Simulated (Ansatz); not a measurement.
Ag interstitial in metastable alpha cristobalite (start: void with 4O nearest; 96-site cell, 2×2×2 shifted sampling). All values below come from PBE, PAW (plane waves to 420 eV; Ansatz, a first-principles code). Total energies of the localised charge states, counted from that of charge +1, and their image corrections (point charge with alignment); the host's valence-band maximum lies at 0.895 eV on the cells' energy zero and its gap is 5.51 eV.

| charge | moment (μB) | E − E(first) (eV) | correction (eV) |
|---|---|---|---|
| +1 | not spin-polarised | 0.000 | 0.633 |
| 0 | 1.0 | 5.400 | 0.000 |

### Question
Derive the transition levels above the valence-band maximum and say which of them are thermodynamic.

### Answer
A level is the Fermi energy at which two charges have equal formation energy: ε(q/q′) = [E(q′) + corr(q′) − E(q) − corr(q)] / (q − q′) − E_VBM.
ε(+1/0) = [(5.400 + 0.000) − (0.000 + 0.633)] / 1 − 0.895 = 3.87 eV
Thermodynamic levels at least 0.1 eV inside the gap: (+1/0) at 3.87 eV. They hold to tenths of an eV in this cell. Charges with a result: +1, 0. Others weren't obtained, and one of them could lie lower, also by skipping a charge. The geometries come from one start. Flagged in the runs: a host whose relaxation on this sampling wasn't shown to rest, a strain field that reaches the edge of the cell.
